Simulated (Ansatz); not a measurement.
Consider TiS₂ in the CdI2 type structure (space group P-3m1, No. 164; layered, stacked along the Cartesian z axis; relaxed with 0.1 eV smearing).

```
TiS2
1.0
    3.35942     0.00000     0.00000
   -1.67971     2.90935     0.00000
    0.00000     0.00000     5.52001
Ti S
1 2
Direct
  0.00000   0.00000   0.00000
  0.33333   0.66667   0.25887
  0.66667   0.33333   0.74113
```

Cartesian axes are those of the cell as printed.

Level of theory: Ansatz (a quantum-chemistry and plane-wave program), PBE-D3(BJ), PAW, cutoff 420 eV, no spin-orbit coupling.

Perturbation: the cell is stretched by 3.39 % along z with no lateral relaxation, atoms relaxed at fixed cell.

Q: Predict the stress tensor and what it implies for the stiffness.

A: Stress of the strained cell less that of the base (GPa, compression positive):
```
   -0.3     0.0     0.0
    0.0    -0.3     0.0
    0.0     0.0    -1.4
```

Then −Δσ_ii/ε with ε = 0.0339 gives secant stiffness values (nonlinear terms included at this strain): C33 ≈ 41 GPa, C13 ≈ 9.2 GPa and C23 ≈ 9.2 GPa.

No phonon test of stability was made. The final runs are not spin-polarised.
